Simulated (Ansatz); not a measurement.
H on the (111) surface of germanium (2x2 Ge adatom at T4; a constructed slab, bottom: 4 H on 4 bottom sites), one in a cell of 57 Å², started at the site 'top Ge #2'

Computed with PBE (plane waves to 420 eV, PAW; Ansatz, a first-principles code).

Slab: 38 atoms, 13.7 Å thick at the start with caps and adatoms under the adsorbate (thin: gaps and levels are the slab's own); k 3x3x1, smearing 0.01 eV, dipole-corrected; 20 atoms held, the rest relaxed; held to the start's symmetry, so lower structures may exist; spin-polarised, ending with about 0.8 μB a cell, a value that depends on the mesh; orders that need a larger cell were not tried, no spin-orbit, no U, no dispersion correction. The slab shows no gap over 0.04 eV on its mesh. At the end it is bonded to Ge. In PBE it is, or lies within 0.03 eV of, the lowest of the starts that converged.

```yaml
adsorption energy against ½ H2(g): -6.8 kcal/mol
work_function_of_the_top_face: 4.19 eV
change_of_the_work_function: -0.19 eV
change_of_the_step_from_the_bottom_to_the_top_vacuum_level_against_the_clean_slab: -0.22 eV
energy_released_by_relaxation: 0.72 eV
height of the binding atom over the mean of the host atoms within 0.3 Å of the top one: 0.045 bohr
nearest_host_atoms_of_the_binding_atom: Ge at 1.56 Å, Ge at 3.29 Å, Ge at 3.29 Å
largest_move_of_a_host_atom: 0.58 Å
caution: the clean host was not checked against rearrangement in a larger or rattled cell
cost: roughly 40 core-minutes
```

A negative adsorption energy means that the adsorbate is more stable on the surface than in its reference.
